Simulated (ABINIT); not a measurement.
ABINIT run on KI (Fm-3m, 2 atoms in the cell): self-consistent single point.

Computed with PBE, spin-orbit coupling, norm-conserving pseudopotentials (PseudoDojo nc-fr-04 PBE standard) (plane waves; ABINIT).

```yaml
crystal:
  lattice:
    - [0.00000, 3.53500, 3.53500]
    - [3.53500, 0.00000, 3.53500]
    - [3.53500, 3.53500, 0.00000]
  atoms:
    - { symbol: K, position: [0.00000, 0.00000, 0.00000] }
    - { symbol: I, position: [0.50000, 0.50000, 0.50000] }
```

Reference input (self-consistent single point, DFT, PBE, plane waves, norm-conserving pseudopotentials (PseudoDojo nc-sr-05 PBE standard)): pseudos = [K.upf, I.upf]; ecut = 37 Ha; ixc = 11; occopt = 3; tsmear = 0.00183747 Ha; ngkpt = 4 4 4; nshiftk = 1; shiftk = 0 0 0; potentials = PseudoDojo nc-sr-05 PBE standard; nband = 13; kptopt = 1; nstep = 50. This run's input differs from it in these lines:

```diff
@@ -1,2 +1,2 @@
-# KI, PseudoDojo nc-sr-05 PBE standard
+# KI, PseudoDojo nc-fr-04 PBE standard
 pp_dirpath "./"
@@ -17,5 +17,7 @@
 ixc 11
+nspinor 2
+nspden 1
 occopt 3
 tsmear 0.00183747
-nband 13
+nband 28
 kptopt 1
```

Its files differ too (potentials: PseudoDojo nc-sr-05 PBE standard → PseudoDojo nc-fr-04 PBE standard).

The program printed (abridged):

```
--- !BeginCycle
solver: {iscf: 7, nstep: 50, nline: 4, wfoptalg: 0, }
tolerances: {tolvrs: 1.00E-11, }
...

     iter   Etot(hartree)      deltaE(h)  residm     vres2
 ETOT  1  -43.089935092199    -4.309E+01 3.163E-02 8.711E+01
 ETOT  2  -43.109168797473    -1.923E-02 6.291E-03 4.061E+00
 ETOT  3  -43.109278879925    -1.101E-04 4.845E-03 5.776E-01
 ETOT  4  -43.109286510864    -7.631E-06 2.338E-03 7.926E-02
 ETOT  5  -43.109288025198    -1.514E-06 2.265E-03 1.889E-03
   [... 2 lines left out ...]
 ETOT  8  -43.109288146885    -9.564E-11 2.233E-04 8.268E-08
 ETOT  9  -43.109288146889    -3.389E-12 2.923E-04 7.442E-10
 ETOT 10  -43.109288146889    -7.745E-13 9.693E-05 2.323E-11
 ETOT 11  -43.109288146886     3.112E-12 1.365E-04 6.436E-13
 At SCF step   11       vres2   =  6.44E-13 < tolvrs=  1.00E-11 =>converged.

 Cartesian components of stress tensor (hartree/bohr^3)
  sigma(1 1)= -1.96268973E-05  sigma(3 2)=  0.00000000E+00
  sigma(2 2)= -1.96268973E-05  sigma(3 1)=  0.00000000E+00
  sigma(3 3)= -1.96268973E-05  sigma(2 1)=  0.00000000E+00

 ----iterations are completed or convergence reached----

 reduced coordinates (array xred) for    2 atoms
       0.000000000000      0.000000000000      0.000000000000
       0.500000000000      0.500000000000      0.500000000000
 cartesian forces (eV/Angstrom) at end:
    1     -0.00000000000000    -0.00000000000000    -0.00000000000000
    2     -0.00000000000000    -0.00000000000000    -0.00000000000000
 frms,max,avg= 0.0000000E+00 0.0000000E+00   0.000E+00  0.000E+00  0.000E+00 e/A
   [... lines left out ...]
 Fermi (or HOMO) energy (hartree) =   0.08242   Average Vxc (hartree)=  -0.26557
   [... lines left out ...]
total_energy        : -4.31092881468863E+01
total_energy_eV     : -1.17306338769627E+03
band_energy         : -5.55924944341869E+00
...

-Cartesian components of stress tensor (GPa)         [Pressure=  5.7744E-01 GPa]
- sigma(1 1)= -5.77443157E-01  sigma(3 2)=  0.00000000E+00
- sigma(2 2)= -5.77443157E-01  sigma(3 1)=  0.00000000E+00
- sigma(3 3)= -5.77443157E-01  sigma(2 1)=  0.00000000E+00

 Calculation completed.
```

The run converged in 11 iterations. Against the reference run the pressure hardly changes (0.56 to 0.58 GPa) and the gap on the mesh goes from 3.955 to 3.637 eV.

The starting cell has typed, rounded lattice constants, without a prior relaxation at this level.

Cost on one core of a shared machine: roughly 2 min.
